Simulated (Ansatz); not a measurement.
System: BeSe (P6₃/mmc, No. 194, 4 atoms in the cell; start mp-1008524; a measured phase of this formula has another space group). Method: G0W0@HSE06 in Ansatz (hard PAW, contour deformation).

The cell is the one relaxed with PBEsol. Conventional cell: a = 3.4856 Å, b = 3.4856 Å, c = 5.4927 Å, α = 90.00°, β = 90.00°, γ = 120.00°.

The quasiparticle gap at Γ at a fixed k mesh 6×6×2:

| response cutoff | value (eV) |
|---|---|
| 100 eV, 241 empty bands | 3.476 |
| 150 eV, 443 empty bands | 3.552 |
| 200 eV, 682 empty bands | 3.583 |

Question: Taking the value to converge with the response cutoff E as E^(−3/2), extrapolate from the last two rows.

Answer: With y = y∞ + c/w and weights w = 1837 and 2828 for the last two rows, y∞ = (w2 y2 − w1 y1)/(w2 − w1) = (2828 × 3.583 − 1837 × 3.552)/991 = 3.640 eV, which lies 0.057 beyond the last row. Successive pairs of rows give 3.643, 3.640. The limit also hangs on the law assumed, so its last digits aren't firm.

The other settings are not extrapolated, so this is the limit in one setting alone.

At the last cutoff the smallest gap on this mesh is 1.29 eV, with an edge away from Γ.

Spin–orbit coupling is not included.

Note: GW on a hybrid start was not checked against another program.

A start named mp-… is a Materials Project structure, which need not be a measured phase.

Ansatz is an electronic-structure program.
